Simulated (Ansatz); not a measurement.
The reference is HgS in the zinc blende structure (space group F-43m, No. 216; a = 5.876 Å).

Method: PBEsol, PAW, 420 eV (Ansatz, a quantum-chemistry and plane-wave program; spin-orbit coupling left out).

Strains are applied to the cell and any free atomic positions relax.

One change was made to it. Results:

| quantity | base | after |
|---|---|---|
| energy relative to the base (free energy F) | 0 meV/atom | +4.1 meV/atom |
| pressure | 0.0 GPa | -1.7 GPa |

Task: Which of these changes matches the shifts?
A) isotropic strain +1.50 %
B) isotropic strain −1.00 %
C) isotropic strain −1.50 %
D) isotropic strain +1.00 %
E) isotropic strain +2.50 %

Result: D, isotropic strain +1.00 %. For comparison, the pressure in the other runs: isotropic strain +1.50 % gives -2.4 GPa; isotropic strain +2.50 % gives -3.7 GPa; isotropic strain −1.00 % gives 2.0 GPa; isotropic strain −1.50 % gives 3.1 GPa.

A case with no gap was solved on a k-mesh chosen for an insulator, which is coarse for it. Whether these cells are dynamically stable was not tested. All final runs are without spin polarisation.
